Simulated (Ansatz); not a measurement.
The starting structures come from a database of crystals and need not be the phases stable at ambient conditions.

By PBEsol, the system below comes out a metal.

Data:

```yaml
crystal:
  lattice:
    - [3.17969, 0.00000, 0.00000]
    - [0.00000, 4.49676, 0.00000]
    - [1.58984, 2.24838, 1.62229]
  atoms:
    - { symbol: Zr, position: [0.00000, 0.50000, 0.00000] }
    - { symbol: N, position: [0.00000, 0.00000, 0.00000] }
```

The cell is strained (lengths across the current scaled by 0.98, ions clamped); by PBEsol it stands under a pressure of 4.7 GPa.

The current flows along the normal of the first two printed cell vectors. No spin-orbit coupling; the value is a mean over 0.1 eV about the Fermi level.

Estimate the ballistic conductance per area that PBEsol (Ansatz, a first-principles code) returns for this system.

1.1 × 10¹⁵ S/m² for both spins.
